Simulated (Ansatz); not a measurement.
Consider GaAs in the zinc blende structure (space group F-43m, No. 216; a = 5.666 Å). Axes: x, y, z lie along the cube axes.

Level of theory: Kohn–Sham DFT with the r2SCAN functional, run in Ansatz (a first-principles code) with PAW and 500 eV plane waves, no spin-orbit coupling, earlier PAW set.

For the base:

- Shortest interatomic distance: 245.3 pm
- Smallest direct gap: 0.97 eV

One thing is altered: a free-standing slab of 2 layers (4 atoms, 2 a layer) is cut normal to [110], with 15 Å of vacuum and the in-plane cell held at bulk.

Question: How does this affect the excess energy per area of both faces?

Answer: The excess energy per area of both faces (slab less bulk energy over the cell's area: twice a surface energy) comes out as 1.13 J/m².

Question: How does this affect the shortest interatomic distance?

Answer: The shortest interatomic distance drops by 6.6 pm (245.3 pm → 238.7 pm).

Question: What happens to the smallest direct gap?

Answer: The smallest direct gap goes up by 1.15 eV, from 0.97 eV to 2.12 eV.

The excess energy carries the mismatch between the slab's and the bulk's meshes. Whether these cells are dynamically stable was not tested.
